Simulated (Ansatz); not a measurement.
LiB (Imma, No. 74, 4 atoms in the cell; start mp-1205309) was calculated with PBEsol (PAW; Ansatz, a quantum-chemistry and plane-wave program).

Settings: plane-wave cutoff 520 eV, 20×20×20 k mesh, Fermi–Dirac smearing 0.05 eV, scalar-relativistic PAW data made under PBE.

Cell (relaxed at this level):

```cif
data_B4Li4
_chemical_formula_sum 'Li4 B4'
_space_group_name_H-M_alt 'Imma'
_space_group_IT_number 74
_space_group_name_Hall '-I 2b 2'
_cell_length_a 3.07082
_cell_length_b 6.10313
_cell_length_c 5.62917
_cell_angle_alpha 90.000
_cell_angle_beta 90.000
_cell_angle_gamma 90.000
loop_
_space_group_symop_operation_xyz
  'x, y, z'
  '-x, -y, -z'
  '-x, -y+1/2, z'
  'x, y+1/2, -z'
  'x, -y, -z'
  '-x, y, z'
  '-x, y+1/2, -z'
  'x, -y+1/2, z'
  'x+1/2, y+1/2, z+1/2'
  '-x+1/2, -y+1/2, -z+1/2'
  '-x+1/2, -y, z+1/2'
  'x+1/2, y, -z+1/2'
  'x+1/2, -y+1/2, -z+1/2'
  '-x+1/2, y+1/2, z+1/2'
  '-x+1/2, y, -z+1/2'
  'x+1/2, -y, z+1/2'
loop_
_atom_site_label
_atom_site_type_symbol
_atom_site_symmetry_multiplicity
_atom_site_Wyckoff_symbol
_atom_site_fract_x
_atom_site_fract_y
_atom_site_fract_z
_atom_site_occupancy
Li1 Li 4 b 0.00000 0.00000 0.50000 1
B1 B 4 e 0.00000 0.25000 0.22170 1
```
(The calculation used a cell of 4 atoms; values per cell refer to that cell.)

### Question
Give the computed bulk modulus.

### Answer

- bulk modulus = 34.8 GPa

The run finds no gap.

Note: the bulk modulus is −V dP/dV from two relaxed cells at ±2 % in volume; the relaxation could not lower the start's symmetry, so the cell can be a saddle point above a distorted one.

The computed numbers hold no vibrational or temperature effects.

The result took about 3 core-minutes (a rough figure).

A start named mp-… is a Materials Project structure, which need not be a measured phase.
